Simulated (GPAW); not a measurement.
```
CELL_PARAMETERS angstrom
      0.00000     2.19268     2.19268
      2.19268     0.00000     2.19268
      2.19268     2.19268     0.00000
ATOMIC_POSITIONS crystal
  W  0.00000 0.00000 0.00000
  C  0.50000 0.50000 0.50000
```

Level of theory: LDA (Perdew-Wang 92), real-space grid, GPAW PAW datasets LDA (gpaw-data 1.0.1) in GPAW.

The set-up and first iterations of a GPAW log for WC (Fm-3m, 2 atoms in the cell):

```
Input parameters:
  convergence: {forces: 0.001}
  h: 0.285
  kpts: {gamma: True,
         size: (10, 10, 10)}
  maxiter: 120
  mode: fd
  nbands: -6
  occupations: {name: fermi-dirac,
                width: 0.1}
  symmetry: {symmorphic: False,
             tolerance: 0.0005}

species:
  W:
    name: Tungsten
    Z: 74.0
    valence: 14
    core: 60
    charge: 0.0
    file: W.LDA.gz

    # Using partial waves for W as LCAO basis

  C:
    name: Carbon
    Z: 6.0
    valence: 4
    core: 2
    charge: 0.0
    file: C.LDA.gz

    # Using partial waves for C as LCAO basis

Reference energy: -439534.908752  # eV

Spin-paired calculation

Convergence criteria:
 Maximum [total energy] change in last 3 cyles: 0.0005 eV / valence electron
 Maximum integral of absolute [dens]ity change: 0.0001 electrons / valence electron
 Maximum integral of absolute [eigenst]ate change: 4e-08 eV^2 / valence electron
   [... lines left out ...]
  width: 0.1000  # eV

Eigensolver

Densities:
  Coarse grid: 8*8*8 grid
  Fine grid: 16*16*16 grid
  Total Charge: 0.000000

Density mixing:
  Method: separate
  Backend: pulay
  Linear mixing parameter: 0.05
  old densities: 5
  Damping of long wavelength oscillations: 50

Hamiltonian:
  XC and Coulomb potentials evaluated on a 16*16*16 grid
  Interpolation: tri-quintic (5. degree polynomial)
  Poisson solver: FastPoissonSolver using
    Stencil: 12*3+1=37 point O(h^6) finite-difference Laplacian
    FFT axes: [np.int64(0), np.int64(1), np.int64(2)]
    FST axes: []

Number of atoms: 2
Number of atomic orbitals: 17
Number of bands in calculation: 15
Number of valence electrons: 18
Bands to converge: occupied

Density initialized from atomic densities
  15 bands from LCAO basis set

Atomic positions and initial magnetic moments

Positions:
   0 W      0.000000    0.000000    0.000000    ( 0.0000,  0.0000,  0.0000)
   1 C      2.192685    2.192685    2.192685    ( 0.0000,  0.0000,  0.0000)

Unit cell:
           periodic     x           y           z      points  spacing
  1. axis:    yes    0.000000    2.192685    2.192685     8     0.3165
  2. axis:    yes    2.192685    0.000000    2.192685     8     0.3165
  3. axis:    yes    2.192685    2.192685    0.000000     8     0.3165

  Lengths:   3.100925   3.100925   3.100925
  Angles:   60.000000  60.000000  60.000000

Effective grid spacing dv^(1/3) = 0.3453
     iter     time        total  log10-change:
                         energy   eigst   dens  force
iter:   1 --:--:--   -21.193876
iter:   2 --:--:--   -24.642948   +1.13  -1.00
iter:   3 --:--:--   -73.896371   +2.21  -0.94
iter:   4 --:--:--  -132.248115   +2.00  -0.50
iter:   5 --:--:--  -132.172851   +0.78  -0.30
```

Problem. Will this run converge, and how will it end?

Solution. The run ended unconverged after 120 iterations. It gives no final result for the task that was set. The log goes on:

```
   [... 101 lines left out ...]
iter: 107 --:--:--   -71.800108   -2.73  -1.04
iter: 108 --:--:--   -71.805050   -4.23  -1.61
iter: 109 --:--:--   -71.785060   -3.88  -1.55
   [... lines left out ...]
iter: 119 --:--:--   -71.784459c  -7.35  -3.49
iter: 120 --:--:--   -71.784478c  -6.29  -3.54

Did not converge!

Here are some tips:

1) Make sure the geometry and spin-state is physically sound.
2) Use less aggressive density mixing.
3) Solve the eigenvalue problem more accurately at each scf-step.
4) Use a smoother distribution function for the occupation numbers.
5) Try adding more empty states.
6) Use enough k-points.
7) Don't let your structure optimization algorithm take too large steps.
8) Solve the Poisson equation more accurately.
9) Better initial guess for the wave functions.

See details here:

    https://gpaw.readthedocs.io/documentation/convergence.html
Traceback (most recent call last):
   [... frames left out ...]
gpaw.KohnShamConvergenceError: Did not converge!  See text output for help.
```

The starting cell comes from a database of computed structures (which also holds hypothetical and non-ambient phases and stackings), without a prior relaxation at this level. Spin-orbit coupling is off.

The run was DFT LDA (Perdew-Wang 92), real-space grid, GPAW PAW datasets LDA (gpaw-data 1.0.1). Main settings of its input:

* **mode**: fd
* **h**: 0.285 Å
* **xc**: LDA
* **kpts**: 10 10 10
* **mesh shift (steps)**: 0 0 0
* **occupations.name**: fermi-dirac
* **occupations.width**: 0.1 eV
* **nbands**: -6
* **convergence.forces**: 0.001 eV/Å
* **symmetry.symmorphic**: false
* **symmetry.tolerance**: 0.0005
* **maxiter**: 120
